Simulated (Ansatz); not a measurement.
By PBEsol, the system below comes out a metal.

Input:

```
CELL_PARAMETERS angstrom
      2.70783     0.00000     0.00000
     -1.35391     2.34505     0.00000
      0.00000     0.00000     4.26810
ATOMIC_POSITIONS crystal
  Ru 0.33333 0.66667 0.25000
  Ru 0.66667 0.33333 0.75000
```

Space group of this cell: P6_3/mmc, hcp (Mg type). The cell is taken as given; by PBEsol its mean pressure is -5.7 GPa.

The current runs along the normal of the first two printed vectors, the (001) plane. All runs by Ansatz (a first-principles code), plane waves and PAW, without spin-orbit coupling; the base is PBEsol.

```json
[
 {"run": "base", "mean pressure (GPa)": "-5.7", "G/A, both spins (10¹⁵ S/m²)": "1.69"},
 {"run": "all lengths scaled by 0.98", "mean pressure (GPa)": "16.8", "G/A, both spins (10¹⁵ S/m²)": "[?]"},
 {"run": "all lengths scaled by 1.02", "mean pressure (GPa)": "-22.1", "G/A, both spins (10¹⁵ S/m²)": "[?]"},
 {"run": "lengths across the current scaled by 0.98, ions clamped", "mean pressure (GPa)": "8.4", "G/A, both spins (10¹⁵ S/m²)": "1.75"},
 {"run": "lengths across the current scaled by 1.02, ions clamped", "mean pressure (GPa)": "-16.8", "G/A, both spins (10¹⁵ S/m²)": "[?]"},
 {"run": "lengths along the current scaled by 0.97, ions clamped", "mean pressure (GPa)": "5.7", "G/A, both spins (10¹⁵ S/m²)": "1.71"},
 {"run": "lengths along the current scaled by 1.03, ions clamped", "mean pressure (GPa)": "-14.5", "G/A, both spins (10¹⁵ S/m²)": "1.66"}
]
```

**Question.** Fill in the missing entries.

**Answer.** 
- all lengths scaled by 0.98, G/A, both spins (10¹⁵ S/m²): 1.78
- all lengths scaled by 1.02, G/A, both spins (10¹⁵ S/m²): 1.61
- lengths across the current scaled by 1.02, ions clamped, G/A, both spins (10¹⁵ S/m²): 1.62
